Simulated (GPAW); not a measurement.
**GPAW run on Sc (P6_3/mmc, 4 atoms in the cell): self-consistent single point**

Method: PBE, GPAW PAW datasets PBE (gpaw-data 1.0.1) (plane waves; GPAW).

Input:

```python
from ase import Atoms
from ase.units import GPa
from gpaw import GPAW, PW, FermiDirac

atoms = Atoms(['Sc', 'Sc', 'Sc', 'Sc'],
              cell=[[3.219005, 0.000000, 0.000000],
                    [-1.609502, 2.787739, 0.000000],
                    [0.000000, 0.000000, 10.357167]],
              scaled_positions=[[0.000000, 0.000000, 0.000000],
                                [0.000000, 0.000000, 0.500000],
                                [0.333333, 0.666667, 0.250000],
                                [0.666667, 0.333333, 0.750000]],
              pbc=True)

calc = GPAW(mode=PW(850),
            xc='PBE',
            kpts={'size': (8, 8, 3), 'gamma': True},
            occupations=FermiDirac(0.05),
            nbands=-12,
            convergence={'density': 1e-05},
            symmetry={'symmorphic': False, 'tolerance': 0.0005},
            maxiter=100,
            txt='-')

atoms.calc = calc

energy = atoms.get_potential_energy()
print('Energy (eV):', round(energy, 6))
forces = atoms.get_forces()
print('Forces (eV/Ang):')
print(forces.round(5))
stress = atoms.get_stress()
print('Stress (GPa, Voigt):', (stress / GPa).round(4))
```

The program printed (abridged):

```
Input parameters:
  convergence: {density: 1e-05}
  kpts: {gamma: True,
         size: (8, 8, 3)}
  maxiter: 100
  mode: {ecut: 850.0,
         name: pw}
  nbands: -12
  occupations: {fixmagmom: False,
                name: fermi-dirac,
                width: 0.05}
  symmetry: {symmorphic: False,
             tolerance: 0.0005}
  xc: PBE

species:
  Sc:
    name: Scandium
    Z: 21.0
    valence: 11
    core: 10
    charge: 0.0
    file: Sc.PBE.gz

    # Using partial waves for Sc as LCAO basis

Reference energy: -83155.532482  # eV

Spin-paired calculation

Convergence criteria:
 Maximum [total energy] change in last 3 cyles: 0.0005 eV / valence electron
 Maximum integral of absolute [dens]ity change: 1e-05 electrons / valence electron
 Maximum integral of absolute [eigenst]ate change: 4e-08 eV^2 / valence electron
 Maximum number of scf [iter]ations: 100

Symmetries present (total): 24
Symmetries with fractional translations: 12
192 k-points: 8 x 8 x 3 Monkhorst-Pack grid + [1/16,1/16,0.000000]
20 k-points in the irreducible part of the Brillouin zone
       k-points in crystal coordinates                weights
   0:     0.00000000    0.00000000    0.00000000          1/192
   1:     0.00000000    0.00000000    0.33333333          2/192
   2:     0.12500000    0.00000000    0.00000000          6/192
   [... 7 lines left out ...]
          ...
  19:     0.50000000    0.50000000    0.33333333          6/192

Wave functions: Plane wave expansion
  Cutoff energy: 850.000 eV
  Number of coefficients (min, max): 5212, 5269
  Pulay-stress correction: 0.000000 eV/Ang^3 (de/decut=0.000000)

Occupation numbers: Fermi-Dirac:
  width: 0.0500  # eV

Eigensolver

Densities:
  Coarse grid: 24*24*70 grid
  Fine grid: 48*48*140 grid
  Total Charge: 0.000000

Density mixing:
  Method: separate
  Backend: pulay
  Linear mixing parameter: 0.05
  old densities: 5
  Damping of long wavelength oscillations: 50

Hamiltonian:
  XC and Coulomb potentials evaluated on a 48*48*140 grid
  External potential:
    NoExternalPotential

XC parameters: PBE with 2 nearest neighbor stencil

Number of atoms: 4
Number of atomic orbitals: 52
Number of bands in calculation: 34
Number of valence electrons: 44
Bands to converge: occupied

Density initialized from atomic densities
  34 bands from LCAO basis set

Atomic positions and initial magnetic moments

Positions:
   0 Sc     0.000000    0.000000    0.000000    ( 0.0000,  0.0000,  0.0000)
   1 Sc     0.000000    0.000000    5.178584    ( 0.0000,  0.0000,  0.0000)
   2 Sc    -0.000001    1.858494    2.589292    ( 0.0000,  0.0000,  0.0000)
   3 Sc     1.609504    0.929245    7.767875    ( 0.0000,  0.0000,  0.0000)

Unit cell:
           periodic     x           y           z      points  spacing
  1. axis:    yes    3.219005    0.000000    0.000000    24     0.1162
  2. axis:    yes   -1.609502    2.787739    0.000000    24     0.1162
  3. axis:    yes    0.000000    0.000000   10.357167    70     0.1480

  Lengths:   3.219005   3.219004  10.357167
  Angles:   90.000000  90.000000 120.000002

Effective grid spacing dv^(1/3) = 0.1321

     iter     time        total  log10-change:
                         energy   eigst   dens
iter:   1 --:--:--   -18.584083
iter:   2 --:--:--   -18.657034   +0.10  -1.51
iter:   3 --:--:--   -18.488909   -0.11  -1.54
iter:   4 --:--:--   -18.543028   -0.57  -1.80
iter:   5 --:--:--   -18.548873   -0.99  -2.21
iter:   6 --:--:--   -18.523502   -1.38  -2.22
iter:   7 --:--:--   -18.535195   -1.67  -2.42
iter:   8 --:--:--   -18.531153c  -2.08  -2.56
iter:   9 --:--:--   -18.529447c  -2.36  -2.70
iter:  10 --:--:--   -18.530997c  -2.36  -2.87
iter:  11 --:--:--   -18.530809c  -3.21  -2.91
iter:  12 --:--:--   -18.529200c  -3.39  -2.89
iter:  13 --:--:--   -18.530238c  -3.15  -3.07
   [... 7 lines left out ...]
iter:  21 --:--:--   -18.529377c  -5.87  -4.47
iter:  22 --:--:--   -18.529375c  -6.04  -4.61
iter:  23 --:--:--   -18.529375c  -6.47  -4.79
iter:  24 --:--:--   -18.529376c  -6.68  -4.90
iter:  25 --:--:--   -18.529375c  -6.74  -4.88
iter:  26 --:--:--   -18.529375c  -6.94  -5.00c
iter:  27 --:--:--   -18.529375c  -7.09  -5.12c
iter:  28 --:--:--   -18.529375c  -7.07  -5.18c
iter:  29 --:--:--   -18.529375c  -7.25  -5.17c
iter:  30 --:--:--   -18.529375c  -7.51c -5.35c

Converged after 30 iterations.

Dipole moment: (0.000000, -0.000000, 0.000000) |e|*Ang

Energy contributions relative to reference atoms: (reference = -83155.532482)

Kinetic:         +3.311074
Potential:       -0.503072
External:        +0.000000
XC:             -21.922326
Entropy (-ST):   -0.060582
Local:           +0.615239
SIC:             +0.000000
--------------------------
Free energy:    -18.559666
Extrapolated:   -18.529375

Showing only first 2 kpts
 Kpt  Band  Eigenvalues  Occupancy
  0    20      6.60659    0.00027
  0    21      6.98135    0.00000
  0    22      7.03741    0.00000
  0    23      7.70381    0.00000

  1    20      6.57512    0.00051
  1    21      6.68189    0.00006
  1    22      7.42861    0.00000
  1    23      7.75921    0.00000

Fermi level: 6.16186

No gap
No difference between direct/indirect transitions
Energy (eV): -18.529375

Forces in eV/Ang:
  0 Sc   -0.00000   -0.00000    0.00000
  1 Sc   -0.00000    0.00000    0.00000
  2 Sc   -0.00000    0.00000   -0.00000
  3 Sc    0.00000    0.00000   -0.00000

Stress tensor:
    -0.021485     0.000000     0.000000
     0.000000    -0.021485    -0.000000
     0.000000    -0.000000    -0.018066
Stress (GPa, Voigt): [-3.4422 -3.4422 -2.8945 -0.      0.      0.    ]
```

The run converged in 30 iterations. GPAW prints stress with tension positive.

The starting cell was generated: these elements placed on a structure prototype, without a prior relaxation; it need not be a known phase or ordering of this composition. Its lattice was rescaled by a random factor within 2.5 % of one. With a pressure of about 3 GPa the cell is away from its equilibrium volume at this level.

Cost on one core of a shared machine: roughly 5 min.
